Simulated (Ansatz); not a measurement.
Effect of Hf → Ti on HfN

Consider HfN in the rock salt structure (space group Fm-3m, No. 225; a = 4.548 Å).

Now apply this change: every Hf is replaced by Ti; the structure is relaxed again.

All numbers come from Ansatz (a quantum-chemistry and plane-wave program) PBE, no spin-orbit coupling, earlier PAW set. Settings: 19×19×19 k-points, 0.05 eV Fermi–Dirac smearing, for the changed cell.

- Volume per atom = 9.57 Å³ (base 11.76 Å³)
- Density = 5.37 g/cm³ (base 13.59 g/cm³)
- Lattice parameter a = 4.247 Å (base 4.548 Å)
- Space group = Fm-3m (No. 225) (base Fm-3m (No. 225))
- Shortest interatomic distance = 2.123 Å (base 2.274 Å)
- Band gap = zero (base zero)

Final structure:

```xyz
2
Lattice="0.0000 2.1234 2.1234 2.1234 0.0000 2.1234 2.1234 2.1234 0.0000" Properties=species:S:1:pos:R:3 pbc="T T T"
N      0.0000     0.0000     0.0000
Ti     2.1234     2.1234     2.1234
```

Cost of the whole job for the changed cell (relaxation, final SCF and bands): around 10 core-seconds (rough).

Whether these cells are dynamically stable was not tested. The final runs are not spin-polarised. An odd electron count without spin: TiN and HfN.
